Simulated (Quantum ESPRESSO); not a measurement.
Input and output of a self-consistent single point for LaGe3Ir (I4mm, 5 atoms in the cell) (Quantum ESPRESSO).

Method of the run: PBEsol, GBRV 1.5 ultrasoft (PBESOL) pseudopotentials (plane waves; Quantum ESPRESSO).

```xyz
5
Lattice="-2.2303 2.2303 5.0669 2.2303 -2.2303 5.0669 2.2303 2.2303 -5.0669" Properties=species:S:1:pos:R:3 pbc="T T T"
La     0.0000     0.0000     5.9127
Ge     2.2303     0.0000     3.4722
Ge     0.0000     2.2303     3.4722
Ge     0.0000     0.0000     0.0050
Ir     0.0000     0.0000     2.4197
```

Reference input (self-consistent single point, DFT, PBEsol, plane waves, GBRV 1.5 ultrasoft (PBESOL) pseudopotentials): ecutwfc = 50 Ry; ecutrho = 400 Ry; occupations = smearing; smearing = gaussian; degauss = 0.0073499 Ry; K_POINTS = automatic 5 5 5 0 0 0; conv_thr = 1e-10 Ry; mixing_beta = 0.4. This run's input differs from it in these lines:

```diff
@@ -17,3 +17,3 @@
  smearing = 'gaussian'
- degauss = 0.0073499
+ degauss = 0.02205
 /
```

The program printed (abridged):

```
     Self-consistent Calculation

     iteration #  1     ecut=    50.00 Ry     beta= 0.40

     negative rho (up, down):  3.700E-01 0.000E+00

     total energy              =    -923.16790698 Ry
     estimated scf accuracy    <       1.42919811 Ry

     iteration #  2     ecut=    50.00 Ry     beta= 0.40

     negative rho (up, down):  3.817E-01 0.000E+00

     total energy              =    -923.52633968 Ry
     estimated scf accuracy    <       1.67684532 Ry

     iteration #  3     ecut=    50.00 Ry     beta= 0.40

     negative rho (up, down):  3.794E-01 0.000E+00

     total energy              =    -923.68843996 Ry
     estimated scf accuracy    <       0.07026780 Ry

   [... 10 blocks of this kind left out ...]

     iteration # 14     ecut=    50.00 Ry     beta= 0.40

     negative rho (up, down):  3.689E-01 0.000E+00

     total energy              =    -923.70558124 Ry
     estimated scf accuracy    <          1.1E-10 Ry

     iteration # 15     ecut=    50.00 Ry     beta= 0.40

     negative rho (up, down):  3.689E-01 0.000E+00
     End of self-consistent calculation

     the Fermi energy is    13.7001 ev

!    total energy              =    -923.70558124 Ry
     estimated scf accuracy    <          1.3E-12 Ry
     smearing contrib. (-TS)   =      -0.00520569 Ry
     internal energy E=F+TS    =    -923.70037555 Ry

     convergence has been achieved in  15 iterations

     negative rho (up, down):  3.689E-01 0.000E+00

     Forces acting on atoms (cartesian axes, Ry/au):

     atom    1 type  1   force =     0.00000000    0.00000000   -0.00799071
     atom    2 type  2   force =     0.00000000    0.00000000   -0.00002836
     atom    3 type  2   force =     0.00000000    0.00000000   -0.00002836
     atom    4 type  2   force =     0.00000000    0.00000000    0.00398731
     atom    5 type  3   force =     0.00000000    0.00000000    0.00406010

     Total force =     0.009810     Total SCF correction =     0.000002

     negative rho (up, down):  3.689E-01 0.000E+00
          total   stress  (Ry/bohr**3)                   (kbar)     P=      -35.51
  -0.00023582   0.00000000   0.00000000          -34.69        0.00        0.00
  -0.00000000  -0.00023582   0.00000000           -0.00      -34.69        0.00
   0.00000000   0.00000000  -0.00025253            0.00        0.00      -37.15

   JOB DONE.
```

The run converged in 15 iterations. Against the reference run the free energy drops by 6.7 meV/atom, the pressure moves little (-3.54 to -3.55 GPa) and the largest force goes from 0.225 to 0.205 eV/Å.

The starting cell comes from a database of computed structures (which also holds hypothetical and non-ambient phases and stackings), without a prior relaxation at this level. Its lattice was rescaled by up to half a per cent. One atom was moved a little off its site on purpose. Spin polarisation is off. With a pressure of about -4 GPa the cell is away from its equilibrium volume at this level.

Cost on one core of a shared machine: roughly 3 min.
